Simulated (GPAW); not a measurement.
## Worked example: self-consistent single point of a sheet of SnSe2 (3 atoms in the cell) in GPAW

Method of the run: PBE, GPAW PAW datasets PBE (gpaw-data 1.0.1) (plane waves; GPAW).

Input:

```python
from ase import Atoms
from ase.units import GPa
from gpaw import GPAW, PW, FermiDirac

atoms = Atoms(['Sn', 'Se', 'Se'],
              cell=[[3.857450, 0.000000, 0.000000],
                    [-1.928725, 3.340650, 0.000000],
                    [0.000000, 0.000000, 17.099736]],
              scaled_positions=[[0.000000, 0.000000, 0.500000],
                                [0.333333, 0.666667, 0.590637],
                                [0.666667, 0.333333, 0.409363]],
              pbc=True)

calc = GPAW(mode=PW(600),
            xc='PBE',
            kpts=(7, 7, 1),
            occupations=FermiDirac(0.1),
            nbands=-9,
            convergence={'density': 1e-05, 'energy': 1e-05},
            symmetry={'symmorphic': False, 'tolerance': 0.0005},
            maxiter=120)

atoms.calc = calc

energy = atoms.get_potential_energy()
print('Energy (eV):', round(energy, 6))
forces = atoms.get_forces()
print('Forces (eV/Ang):')
print(forces.round(5))
stress = atoms.get_stress()
print('Stress (GPa, Voigt):', (stress / GPa).round(4))
```

Log, with long lists cut:

```
Input parameters:
  convergence: {density: 1e-05,
                energy: 1e-05}
  kpts: [7 7 1]
  maxiter: 120
  mode: {ecut: 600.0,
         name: pw}
  nbands: -9
  occupations: {fixmagmom: False,
                name: fermi-dirac,
                width: 0.1}
  symmetry: {symmorphic: False,
             tolerance: 0.0005}
  xc: PBE

species:
  Sn:
    name: Tin
    Z: 50.0
    valence: 14
    core: 36
    charge: 0.0
    file: Sn.PBE.gz

    # Using partial waves for Sn as LCAO basis

  Se:
    name: Selenium
    Z: 34.0
    valence: 6
    core: 28
    charge: 0.0
    file: Se.PBE.gz

    # Using partial waves for Se as LCAO basis

Reference energy: -300217.757568  # eV

Spin-paired calculation

Convergence criteria:
 Maximum [total energy] change in last 3 cyles: 1e-05 eV / valence electron
 Maximum integral of absolute [dens]ity change: 1e-05 electrons / valence electron
 Maximum integral of absolute [eigenst]ate change: 4e-08 eV^2 / valence electron
 Maximum number of scf [iter]ations: 120

Symmetries present (total): 12
Symmetries with fractional translations: 0
49 k-points: 7 x 7 x 1 Monkhorst-Pack grid
8 k-points in the irreducible part of the Brillouin zone
       k-points in crystal coordinates                weights
   0:     0.00000000    0.00000000    0.00000000          1/49
   1:     0.14285714    0.00000000    0.00000000          6/49
   2:     0.28571429   -0.14285714    0.00000000          6/49
   [... 5 lines left out ...]

Wave functions: Plane wave expansion
  Cutoff energy: 600.000 eV
  Number of coefficients (min, max): 7317, 7383
  Pulay-stress correction: 0.000000 eV/Ang^3 (de/decut=0.000000)

Occupation numbers: Fermi-Dirac:
  width: 0.1000  # eV

Eigensolver

Densities:
  Coarse grid: 24*24*98 grid
  Fine grid: 48*48*196 grid
  Total Charge: 0.000000

Density mixing:
  Method: separate
  Backend: pulay
  Linear mixing parameter: 0.05
  old densities: 5
  Damping of long wavelength oscillations: 50

Hamiltonian:
  XC and Coulomb potentials evaluated on a 48*48*196 grid
  External potential:
    NoExternalPotential

XC parameters: PBE with 2 nearest neighbor stencil

Number of atoms: 3
Number of atomic orbitals: 17
Number of bands in calculation: 22
Number of valence electrons: 26
Bands to converge: occupied

Density initialized from atomic densities
  17 bands from LCAO basis set
  5 bands from random numbers

Atomic positions and initial magnetic moments

Positions:
   0 Sn     0.000000    0.000000    8.549868    ( 0.0000,  0.0000,  0.0000)
   1 Se    -0.000002    2.227101   10.099737    ( 0.0000,  0.0000,  0.0000)
   2 Se     1.928727    1.113549    6.999999    ( 0.0000,  0.0000,  0.0000)

Unit cell:
           periodic     x           y           z      points  spacing
  1. axis:    yes    3.857450    0.000000    0.000000    24     0.1392
  2. axis:    yes   -1.928725    3.340650    0.000000    24     0.1392
  3. axis:    yes    0.000000    0.000000   17.099736    98     0.1745

  Lengths:   3.857450   3.857450  17.099736
  Angles:   90.000000  90.000000 119.999998

Effective grid spacing dv^(1/3) = 0.1575

     iter     time        total  log10-change:
                         energy   eigst   dens
iter:   1 --:--:--   -12.277013
iter:   2 --:--:--   -12.236435   -1.35  -1.19
iter:   3 --:--:--   -12.057993   -1.78  -1.23
iter:   4 --:--:--   -12.091348   -2.21  -1.50
iter:   5 --:--:--   -12.062992   -2.60  -1.68
iter:   6 --:--:--   -12.056769   -3.12  -2.01
iter:   7 --:--:--   -12.050144   -3.48  -2.17
iter:   8 --:--:--   -12.050184   -4.42  -2.98
iter:   9 --:--:--   -12.050142c  -5.06  -3.08
iter:  10 --:--:--   -12.050174c  -5.13  -3.16
iter:  11 --:--:--   -12.050165c  -5.76  -3.66
iter:  12 --:--:--   -12.050164c  -6.44  -3.87
iter:  13 --:--:--   -12.050165c  -6.72  -3.75
iter:  14 --:--:--   -12.050166c  -6.74  -3.81
iter:  15 --:--:--   -12.050165c  -7.55c -3.86
iter:  16 --:--:--   -12.050167c  -6.76  -3.81
iter:  17 --:--:--   -12.050167c  -7.08  -3.99
iter:  18 --:--:--   -12.050168c  -7.20  -4.03
iter:  19 --:--:--   -12.050168c  -7.53c -4.12
iter:  20 --:--:--   -12.050168c  -7.62c -4.18
iter:  21 --:--:--   -12.050167c  -8.13c -4.25
iter:  22 --:--:--   -12.050167c  -8.84c -4.37
iter:  23 --:--:--   -12.050167c  -8.04c -4.41
iter:  24 --:--:--   -12.050167c  -9.13c -4.96
iter:  25 --:--:--   -12.050167c  -9.59c -4.95
iter:  26 --:--:--   -12.050167c  -9.66c -5.03c

Converged after 26 iterations.

Dipole moment: (-0.000000, 0.000000, -0.000000) |e|*Ang

Energy contributions relative to reference atoms: (reference = -300217.757568)

Kinetic:        +23.646418
Potential:      -21.936350
External:        +0.000000
XC:             -13.665447
Entropy (-ST):   -0.002503
Local:           -0.093537
SIC:             +0.000000
--------------------------
Free energy:    -12.051419
Extrapolated:   -12.050167

Showing only first 2 kpts
 Kpt  Band  Eigenvalues  Occupancy
  0    11     -2.35601    1.99681
  0    12     -2.35601    1.99681
  0    13     -0.63244    0.00004
  0    14      0.79527    0.00000

  1    11     -3.03422    2.00000
  1    12     -2.24240    1.99010
  1    13      0.04977    0.00000
  1    14      1.55089    0.00000

Fermi level: -1.71210

Gap: 1.014 eV
Transition (v -> c):
  (s=0, k=1, n=12, [0.14, 0.00, 0.00]) -> (s=0, k=5, n=13, [0.43, 0.00, 0.00])
Direct/indirect transitions are different
Direct gap: 1.279 eV
Transition at: (s=0, k=5, n=12, [0.43, 0.00, 0.00])
Energy (eV): -12.050167

Forces in eV/Ang:
  0 Sn    0.00000    0.00000    0.00000
  1 Se    0.00000   -0.00000    0.43446
  2 Se   -0.00000    0.00000   -0.43446

Stress tensor:
    -0.003134    -0.000000     0.000000
    -0.000000    -0.003134     0.000000
     0.000000     0.000000    -0.006064
Stress (GPa, Voigt): [-0.5021 -0.5021 -0.9716  0.      0.     -0.    ]
```

The run converged in 26 iterations. GPAW prints stress with tension positive.

The starting cell was generated: these elements placed on a structure prototype, without a prior relaxation; it need not be a known phase or ordering of this composition. Its lattice was rescaled in the plane by a random factor within 2.5 % of one. The log's line on a gap gives a spacing of levels on this mesh, which the program prints for metals too.
